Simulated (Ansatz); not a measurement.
```yaml
crystal:
  lattice:
    - [22.50000, 0.00000, 0.00000]
    - [0.00000, 14.50000, 0.00000]
    - [0.00000, 0.00000, 5.47263]
  atoms:
    - { symbol: S, position: [0.24847, 0.39276, 0.65793] }
    - { symbol: Mo, position: [0.26024, 0.50000, 0.35513] }
    - { symbol: S, position: [0.24847, 0.60724, 0.65793] }
    - { symbol: S, position: [0.32363, 0.38974, 0.16201] }
    - { symbol: Mo, position: [0.31912, 0.50000, 0.84187] }
    - { symbol: S, position: [0.32363, 0.61026, 0.16201] }
    - { symbol: S, position: [0.39206, 0.39437, 0.66771] }
    - { symbol: Mo, position: [0.39373, 0.50000, 0.32701] }
    - { symbol: S, position: [0.39206, 0.60563, 0.66771] }
    - { symbol: S, position: [0.46504, 0.39177, 0.16680] }
    - { symbol: Mo, position: [0.46464, 0.50000, 0.83375] }
    - { symbol: S, position: [0.46504, 0.60823, 0.16680] }
    - { symbol: S, position: [0.53496, 0.39177, 0.66680] }
    - { symbol: Mo, position: [0.53536, 0.50000, 0.33375] }
    - { symbol: S, position: [0.53496, 0.60823, 0.66680] }
    - { symbol: S, position: [0.60794, 0.39437, 0.16771] }
    - { symbol: Mo, position: [0.60627, 0.50000, 0.82701] }
    - { symbol: S, position: [0.60794, 0.60563, 0.16771] }
    - { symbol: S, position: [0.67637, 0.38974, 0.66201] }
    - { symbol: Mo, position: [0.68088, 0.50000, 0.34187] }
    - { symbol: S, position: [0.67637, 0.61026, 0.66201] }
    - { symbol: S, position: [0.75153, 0.39276, 0.15793] }
    - { symbol: Mo, position: [0.73976, 0.50000, 0.85513] }
    - { symbol: S, position: [0.75153, 0.60724, 0.15793] }
```

These are PBE (plane waves to 420 eV, PAW; Ansatz, a quantum-chemistry and plane-wave program) values and carry that method's errors. Mesh 1×1×6. No spin polarisation, so a magnetic state wasn't tested. It repeats along c; a and b span vacuum. An idealised model, cut from the flat sheet. Only distortions within the start's symmetry and period were free. Values not marked SOC lack spin–orbit coupling.

### Question
Tabulate the two highest filled and two lowest empty levels along the axis, from the valence top.

### Answer
```json
[
 {"k (2π/c)": "0.000", "v2 (eV)": "-0.04", "v1 (eV)": "0.00", "c1 (eV)": "0.55", "c2 (eV)": "0.58"},
 {"k (2π/c)": "0.042", "v2 (eV)": "-0.04", "v1 (eV)": "-0.01", "c1 (eV)": "0.56", "c2 (eV)": "0.58"},
 {"k (2π/c)": "0.083", "v2 (eV)": "-0.04", "v1 (eV)": "-0.03", "c1 (eV)": "0.58", "c2 (eV)": "0.58"},
 {"k (2π/c)": "0.125", "v2 (eV)": "-0.06", "v1 (eV)": "-0.05", "c1 (eV)": "0.58", "c2 (eV)": "0.60"},
 {"k (2π/c)": "0.167", "v2 (eV)": "-0.10", "v1 (eV)": "-0.07", "c1 (eV)": "0.57", "c2 (eV)": "0.60"},
 {"k (2π/c)": "0.208", "v2 (eV)": "-0.13", "v1 (eV)": "-0.09", "c1 (eV)": "0.57", "c2 (eV)": "0.61"},
 {"k (2π/c)": "0.250", "v2 (eV)": "-0.15", "v1 (eV)": "-0.10", "c1 (eV)": "0.57", "c2 (eV)": "0.61"},
 {"k (2π/c)": "0.292", "v2 (eV)": "-0.17", "v1 (eV)": "-0.12", "c1 (eV)": "0.58", "c2 (eV)": "0.62"},
 {"k (2π/c)": "0.333", "v2 (eV)": "-0.17", "v1 (eV)": "-0.13", "c1 (eV)": "0.59", "c2 (eV)": "0.62"},
 {"k (2π/c)": "0.375", "v2 (eV)": "-0.17", "v1 (eV)": "-0.14", "c1 (eV)": "0.61", "c2 (eV)": "0.62"},
 {"k (2π/c)": "0.417", "v2 (eV)": "-0.17", "v1 (eV)": "-0.14", "c1 (eV)": "0.62", "c2 (eV)": "0.62"},
 {"k (2π/c)": "0.458", "v2 (eV)": "-0.16", "v1 (eV)": "-0.15", "c1 (eV)": "0.62", "c2 (eV)": "0.63"},
 {"k (2π/c)": "0.500", "v2 (eV)": "-0.15", "v1 (eV)": "-0.15", "c1 (eV)": "0.62", "c2 (eV)": "0.62"}
]
```
